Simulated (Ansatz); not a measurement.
Consider Be in the hcp (Mg type) structure (space group P6_3/mmc, No. 194).

Be is taken in the hexagonal space group P6₃/mmc (No. 194), the hcp (Mg type) structure, Pearson symbol hP2. Cell: a = b = 2.257 Å, c = 3.553 Å, α = β = 90.00°, γ = 120.00°. Be on 2c sees 12 Be at 2.203–2.257 Å (anticuboctahedral). (Neighbours: up to the widest gap in distance over summed covalent radii, below 1.35, at either atom.)

The values are results of PBEsol (Ansatz, a quantum-chemistry and plane-wave program; PAW; 420 eV plane waves; no spin-orbit coupling), not measurements.

Base values:

The volume per atom is 7.84 Å³ and the band gap is zero.

It is then changed as follows: a hydrostatic pressure of 2.1 GPa.

Problem. Predict the new volume per atom.

Solution. The volume per atom drops by 0.13 Å³ to 7.71 Å³.

Problem. Predict the new band gap.

Solution. The band gap remains zero.

Load acts through the strain it causes; cell and atoms are relaxed under it. No phonon test of stability was made.
